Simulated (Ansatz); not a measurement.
For SiO₂ (model structure, started from the brookite type, Pbca, No. 61, 24 atoms in the cell), PBEsol in Ansatz (PAW) gives:

```
Item                    Value
---------------  ------------
cohesive energy  6.64 eV/atom
band gap              5.72 eV
```

### Question
What does r²SCAN+rVV10 (Ansatz, a quantum-chemistry and plane-wave program, PAW) give for the same quantities?

### Answer

- cohesive energy: 6.41 eV/atom (drops by 0.23 eV/atom)
- band gap: 6.92 eV (rises by 1.20 eV)

Changes are worked out from the printed values.

Unless a cell is named, each level is at its own relaxed cell (PBEsol 8.11, r²SCAN+rVV10 8.00 Å³/atom).

Density-functional gaps are differences of (generalised) Kohn–Sham levels.

Ansatz's density-functional and Hartree–Fock values are scalar-relativistic unless marked +SOC, with PAW data made under PBE.

A model structure was made by putting elements into a prototype or built by hand; it is no filed structure, need not be a known phase, and can be a saddle point held by its symmetry.
